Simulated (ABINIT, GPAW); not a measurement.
A GPAW input for a self-consistent single point of W (Im-3m, 1 atom in the cell) (DFT PBE, plane waves, GPAW PAW datasets PBE (gpaw-data 1.0.1)):

```python
from ase import Atoms
from ase.units import GPa
from gpaw import GPAW, PW, FermiDirac

atoms = Atoms(['W'],
              cell=[[-1.514955, 1.514955, 1.514955],
                    [1.514955, -1.514955, 1.514955],
                    [1.514955, 1.514955, -1.514955]],
              positions=[[0.000000, 0.000000, 0.000000]],
              pbc=True)

calc = GPAW(mode=PW(550),
            xc='PBE',
            kpts={'size': (12, 12, 12), 'gamma': True},
            occupations=FermiDirac(0.1),
            nbands=-7,
            symmetry={'symmorphic': False, 'tolerance': 0.0005},
            maxiter=150)

atoms.calc = calc

energy = atoms.get_potential_energy()
print('Energy (eV):', round(energy, 6))
forces = atoms.get_forces()
print('Forces (eV/Ang):')
print(forces.round(5))
stress = atoms.get_stress()
print('Stress (GPa, Voigt):', (stress / GPa).round(4))
```

Task: Translate this input to ABINIT.

Result: One input that does it (others would too):

```
# W, JTH v2.0 PBE PAW
pp_dirpath "./"
pseudos "W.GGA_PBE-JTH.xml"
acell 3*1.0
rprim
        -2.8628500411    2.8628500411    2.8628500411
         2.8628500411   -2.8628500411    2.8628500411
         2.8628500411    2.8628500411   -2.8628500411
natom 1
ntypat 1
znucl 74
typat 1
xred    0.0000000000    0.0000000000    0.0000000000
ecut 20 Ha
pawecutdg 40 Ha
ixc 11
occopt 3
tsmear 0.00367493
nband 12
kptopt 1
ngkpt 12 12 12
nshiftk 1
shiftk 0 0 0
nstep 80
tolvrs 1.0e-10
prtwf 0
prtden 0
prtvol 1
```

Basis settings and potentials, where a program has them, do not carry over. This input uses DFT, PBE, plane waves, PAW (JTH v2.0 PBE PAW).

The starting cell has typed, rounded lattice constants, without a prior relaxation at this level. Its lattice was rescaled by a random factor within 2.5 % of one. For this run, on top of that: lattice scaled by 0.98.
